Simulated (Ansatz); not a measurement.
System: Ta2AlB2 (model structure, started from the Ti2InB2 type, P-6m2, No. 187, 5 atoms in the cell). Method: r²SCAN in Ansatz (plane waves, PAW).

Run with plane-wave cutoff 560 eV, 24×24×8 k mesh (along the axes of the cell as run), Fermi–Dirac smearing 0.05 eV, scalar-relativistic PAW data made under PBE.

Cell (relaxed at this level):

```
AlTa2B2
1.0
    3.08514     0.00000     0.00000
   -1.54257     2.67181     0.00000
    0.00000     0.00000     7.56024
Ta Al B
2 1 2
Direct
  0.33333   0.66667   0.70773
  0.33333   0.66667   0.29227
  0.00000   0.00000   0.00000
  0.00000   0.00000   0.50000
  0.66667   0.33333   0.50000
```

Task: What does this level give for the bulk modulus?

Result: 
* **bulk modulus**: 208 GPa

The run finds no gap.

Note: the bulk modulus is −V dP/dV from two relaxed cells at ±2 % in volume; the relaxation could raise the start's symmetry but not lower it, so the cell can be a saddle point.

Spin–orbit coupling is not included; it can open a gap where bands touch, and shift volumes and moduli.

Static lattice: no zero-point or thermal effects.

A model structure was made by putting elements into a prototype or built by hand; it is no filed structure, need not be a known phase, and can be a saddle point held by its symmetry.

Ansatz is a quantum-chemistry and plane-wave program.
